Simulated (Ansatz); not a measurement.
## Pressure series in HgTe

Consider HgTe in the zinc blende structure (space group F-43m, No. 216).

```
HgTe
1.0
    0.00000     3.28640     3.28640
    3.28640     0.00000     3.28640
    3.28640     3.28640     0.00000
Te Hg
1 1
Direct
  0.75000   0.75000   0.75000
  0.00000   0.00000   0.00000
```

Cell and atoms are relaxed at each pressure.

The values are results of DFT with r2SCAN, PAW potentials and a 500 eV plane-wave cutoff in Ansatz (a quantum-chemistry and plane-wave program), no spin-orbit coupling, not measurements.

```csv
pressure (GPa),volume per atom (Å³/atom)
-2,37.613
-1,36.469
0,35.495
0.9,34.751
2.1,33.884
4.5,32.465
9,?
22.5,26.889
30,25.597
```

Problem. Fit the third-order Birch–Murnaghan form P(V) = (3B₀/2)[(V₀/V)^(7/3) − (V₀/V)^(5/3)]·[1 + (3/4)(B₀′ − 4)((V₀/V)^(2/3) − 1)] (squares taken in P) to the rows shown and predict the withheld row.

Solution. Least squares on the printed values gives V₀ = 35.503 Å³/atom, B₀ = 40.2 GPa, B₀′ = 5.0; this predicts 30.476 Å³/atom, and the run gives 30.478 Å³/atom, 0.002 higher.

Measured bulk modulus of HgTe: 42.3 GPa (temperature not stated; as listed in Cormac Toher et al., Physical Review Materials (2017)); the computed value is for a static lattice, so the two differ by thermal effects too.

Load acts through the strain it causes; cell and atoms are relaxed under it. No phonon test of stability was made. Tetrahedral semiconductors of this kind turn to denser phases somewhere between about 1 and 50 GPa; those were not computed, so compressed cells here can lie past the real transition. All final runs are without spin polarisation.
